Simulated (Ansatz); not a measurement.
Level of theory: PBE (plane waves to 420 eV, PAW; Ansatz, a program for electronic structure).

Electrostatic potential energy of an electron, averaged over planes parallel to the surface, in eV from the Fermi level, for Cu on the 1x1 (111) surface of fcc Pd, one in a 1x1 cell, started at the site 'hollow Pd-Pd-Pd over Pd at depth 4.5 Å':

```
z (Å)  V (eV)
-----  ------
5.20     5.19
5.49     5.19
5.78     5.19
6.07     5.19
6.36     5.18
6.64     5.18
6.93     5.15
7.22     5.11
7.51     5.01
7.80     4.79
8.09     4.31
8.38     3.23
8.67     0.59
8.96    -5.79
9.24   -13.14
9.53   -17.72
9.82   -15.58
10.11   -8.84
10.40   -1.78
10.69    1.20
10.98   -0.49
11.27   -6.91
11.56  -14.07
11.84  -17.94
12.13  -15.11
12.42   -8.22
12.71   -1.40
13.00    1.02
13.29   -1.24
13.58   -7.97
13.87  -14.90
14.16  -17.95
14.44  -14.29
14.73   -7.20
15.02   -0.71
15.31    1.13
15.60   -1.46
15.89   -8.33
16.18  -15.20
16.47  -17.98
16.76  -14.07
17.04   -7.02
17.33   -0.97
17.62   -0.14
17.91   -4.98
18.20  -11.12
18.49  -13.54
18.78  -11.51
19.07   -5.43
19.36    0.46
19.64    2.74
19.93    3.71
20.22    4.17
20.51    4.40
20.80    4.50
21.09    4.56
21.38    4.58
21.67    4.59
21.96    4.60
22.24    4.60
22.53    4.60
22.82    4.60
```

Set-up: 5 atoms, 6.8 Å thick at the start under the adsorbate (thin: gaps and levels are the slab's own); mesh 12x12x1; 0.1 eV smearing; dipole correction on; 2 atoms held, the rest relaxed; symmetry of the start imposed; no spin, no spin-orbit, no U, no dispersion correction. At the end it is bonded to 3 Pd. In PBE it is, or lies within 0.03 eV of, the lowest of the starts that converged.

Q: The surface cell has an area of 6.73 Å². What dipole along the normal does the step between the two vacuum levels imply?

A: the top vacuum level lies 0.59 eV below the bottom one; p = −ε₀ A ΔV (ε₀ = 0.005526 e/(V·Å)) gives 0.02 e·Å a cell.
